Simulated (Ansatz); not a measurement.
The parent structure is HgTe in the zinc blende structure (space group F-43m, No. 216; a = 6.435 Å). Axes: x, y, z lie along the cube axes.

The values are results of DFT with LDA, PAW potentials and a 420 eV plane-wave cutoff in Ansatz (an electronic-structure program), spin-orbit coupling left out, not measurements.

It is then changed as follows: an isotropic linear strain of −2.50 %, atoms relaxed at fixed cell.

### Question
Predict the stress tensor and what it implies for the stiffness.

### Answer
Stress of the strained cell less that of the base (GPa, compression positive):
```
    4.4     0.0     0.0
    0.0     4.4     0.0
    0.0     0.0     4.4
```

Then B = −ΔP/(ΔV/V₀) with ΔV/V₀ = -0.0731 gives secant stiffness values (nonlinear terms included at this strain): B ≈ 60 GPa.

As a check, the harmonic strain energy −½ V₀ Δσ:ε is 34 meV/atom; the computed energy rise is 31 meV/atom.

A case with no gap was solved on a k-mesh chosen for an insulator, which is coarse for it. Stability against distortions was not tested. All final runs are without spin polarisation.
